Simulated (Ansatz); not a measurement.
For GaAs (model structure, P6₂22, No. 180, 6 atoms in the cell), PBEsol (plane waves, PAW; Ansatz, a program for electronic structure) gives:

```
Item                    Value
---------------  ------------
bulk modulus         73.7 GPa
cohesive energy  3.39 eV/atom
```

Problem. What does r²SCAN (Ansatz, PAW) give for the same quantities?

Solution. 
- bulk modulus: 75.9 GPa (grows by 3.0 %)
- cohesive energy: 3.09 eV/atom (decreases by 0.30 eV/atom)

Changes are worked out from the printed values.

Unless a cell is named, each level is at its own relaxed cell (PBEsol 20.47, r²SCAN 20.70 Å³/atom).

Caveats: the bulk modulus is −V dP/dV from two relaxed cells at ±2 % in volume (PBEsol, r²SCAN). Ansatz's density-functional and Hartree–Fock values are scalar-relativistic unless marked +SOC, with PAW data made under PBE.

A model structure was made by putting elements into a prototype or built by hand; it is no filed structure, need not be a known phase, and can be a saddle point held by its symmetry.
